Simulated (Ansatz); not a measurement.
Worked example: self-consistent single point of CdAg (P1, 2 atoms in the cell) in Ansatz (a first-principles code).

Method: LDA (PW92), PAW files made with PBE (plane waves; Ansatz).

The change in words: atoms moved at random. Reference geometry:
```xyz
2
Lattice="1.4751 0.8516 4.6705 -1.4751 0.8516 4.6705 0.0000 -1.7032 4.6705" Properties=species:S:1:pos:R:3 pbc="T T T"
Cd     0.0000     0.0000     7.0058
Ag     0.0000     0.0000     0.0000
```

Reference input (self-consistent single point, DFT, LDA (PW92), plane waves, PAW files made with PBE): kpoints.mp_grid.grid = 10 10 10; hamiltonian.xc = lda; hamiltonian.pseudopotentials = {kind: paw} (an earlier, softer set of the program's PAW files); scf.occupations.method = fermi_dirac; scf.occupations.width = 0.05 eV. This run's input differs from it in these lines:

Ansatz 0.2 input:
```diff
@@ -7,4 +7,4 @@
   atoms:
-    - { symbol: Cd, position: [0.500000, 0.500000, 0.500000] }
-    - { symbol: Ag, position: [0.000000, 0.000000, 0.000000] }
+    - { symbol: Cd, position: [0.494225, 0.516742, 0.498093] }
+    - { symbol: Ag, position: [0.005775, -0.016742, 0.001907] }
 kpoints:
```

Output (repeated stretches shortened):

```
SCF iter   1: F=—  HF=-15577.237723 eV  |F-HF|=—  |Δ(HF+E_count)|=         —  Δρ=1.01e-1  dr2=4.39e0  ethr=3.10e-3  ⟨swp⟩=5.2  Hψ=45869  notcnv=0
all-band conjugate gradients solve this SCF's bands
preconditioner: auto → Kerker (q_TF=auto, 2.775 Å⁻¹)
SCF iter   2: F=—  HF=-15576.301537 eV  |F-HF|=—  |Δ(HF+E_count)|=   9.36e-1  Δρ=2.53e-2  dr2=2.69e-1  ethr=3.10e-3  ⟨swp⟩=2.0  Hψ=25629  notcnv=0  defer=90
   [... lines left out ...]
SCF iter   6: F=—  HF=-15576.222280 eV  |F-HF|=—  |Δ(HF+E_count)|=   8.66e-5  Δρ=3.60e-4  dr2=8.61e-5  ethr=9.97e-7  ⟨swp⟩=2.0  Hψ=18935  notcnv=0  defer=90
SCF iter   7: F=—  HF=-15576.222255 eV  |F-HF|=—  |Δ(HF+E_count)|=   2.50e-5  Δρ=7.02e-5  dr2=4.09e-6  ethr=2.21e-7  ⟨swp⟩=2.1  Hψ=15576  notcnv=0  defer=90
SCF iter   8: F=—  HF=-15576.222254 eV  |F-HF|=—  |Δ(HF+E_count)|=   9.80e-7  Δρ=2.40e-5  dr2=2.17e-7  ethr=1.05e-8  ⟨swp⟩=1.8  Hψ=13428  notcnv=0  defer=90
SCF iter   9: F=-15576.222254 eV  HF=-15576.222254 eV  |F-HF|=3.54e-9  |Δ(HF+E_count)|=   3.16e-8  Δρ=3.77e-6  dr2=7.40e-9  ethr=2.56e-10  ⟨swp⟩=5.8  Hψ=45114  notcnv=0
SCF 1 converged in 9 iterations: F = -15576.222254 eV  dr2 = 7.40e-9
Free energy (F): -15576.222254 eV
Internal energy: -15576.215807 eV  (E = F + TS)
E sigma→0 (E₀):  -15576.219030 eV
Entropy (-TS):   -0.006447 eV (-3.224 meV/atom)
Fermi energy:    17.373925 eV
--- Forces (eV/Å), atoms counted from 1 ---
  atom   1  Cd     0.08414928    -0.03058681    -0.49311460
  atom   2  Ag    -0.08415023     0.03058708     0.49311239
--- Stress (GPa, compression-positive) ---
       -0.512225       0.177972      -0.206990
        0.177972      -0.365633       0.037256
       -0.206990       0.037256      -0.906188
  P = ⅓ Tr σ = -0.5947 GPa (-5.947 kbar)
  The stress holds the Pulay correction. Without it, at fixed plane waves, as pw.x and ABINIT print it: P = -0.6305 GPa
```

The run converged in 9 iterations. Against the reference run the free energy rises by 11.9 meV/atom, the pressure goes from -1.08 to -0.59 GPa and the largest force goes from 0.000 to 0.501 eV/Å.

The starting cell comes from a database of computed structures (which also holds hypothetical and non-ambient phases and stackings), without a prior relaxation at this level. Its lattice was rescaled by a random factor within 2.5 % of one. For this run, on top of that: atoms moved at random. Ansatz's pressure includes its estimate of the finite-basis (Pulay) stress.

Cost on one core of a shared machine: roughly 60 s.
